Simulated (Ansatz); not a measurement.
Structures of equal composition on the (0001) surface of hcp Ti: a layer of Si in place of the second plane; a layer of Si in place of the third plane. The slabs share one bottom face, and each structure is named by its start. These are constructed structures in small cells; real faces may alloy, dewet or reconstruct in larger ones, and not all known structures of the face are among them. Slabs of about 12 Å with all that they carry, Fermi-Dirac smearing of 0.1 eV. Bottom of the slabs: a bare face, its two planes held. Relaxed from the named starts with such symmetry as they have, on meshes of like density; energies extrapolated to zero smearing; no spin-orbit coupling, no U. Spin-polarised runs, if any, are marked in brackets, and their order is one that fits the cell; the others ran without spin.

All values below come from PBE (plane waves to 420 eV, PAW; Ansatz, a program for electronic structure).

Problem. Order them by energy per 1x1 cell (lowest first) at the level PBE.

Solution. a layer of Si in place of the third plane (0.000 eV), a layer of Si in place of the second plane (0.120 eV)
